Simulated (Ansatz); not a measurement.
Au under a change: isotropic strain +1.50 %

The parent structure is Au in the fcc (Cu type) structure (space group Fm-3m, No. 225; a = 4.0830 Å; relaxed with 0.1 eV smearing).

Perturbation: an isotropic linear strain of +1.50 %, atoms relaxed at fixed cell.

The values are results of Kohn–Sham DFT with the PBEsol functional, run in Ansatz (an electronic-structure program) with PAW and 420 eV plane waves, no SOC, not measurements. k-mesh 28×28×28 (Γ-centred); smearing 0.1 eV (Fermi–Dirac).

```json
[
 {"quantity": "space group", "base": "Fm-3m (No. 225)", "changed": "Fm-3m (No. 225)", "shift": "–"},
 {"quantity": "shortest interatomic distance", "base": "2.887 Å", "changed": "2.930 Å", "shift": "+0.043 Å"},
 {"quantity": "energy relative to the base (free energy F)", "base": "0 meV/atom", "changed": "+18 meV/atom", "shift": "+18 meV/atom"},
 {"quantity": "pressure", "base": "0.0 GPa", "changed": "-6.9 GPa", "shift": "-6.9 GPa"},
 {"quantity": "band gap", "base": "zero", "changed": "zero", "shift": "–"}
]
```

Final structure:

```yaml
crystal:
  lattice:
    - [0.00000, 2.07211, 2.07211]
    - [2.07211, 0.00000, 2.07211]
    - [2.07211, 2.07211, 0.00000]
  atoms:
    - { symbol: Au, position: [0.00000, 0.00000, 0.00000] }
```

Cost of the whole job for the changed cell (relaxation, final SCF and bands): roughly 16 core-seconds.

Stability against distortions was not tested.
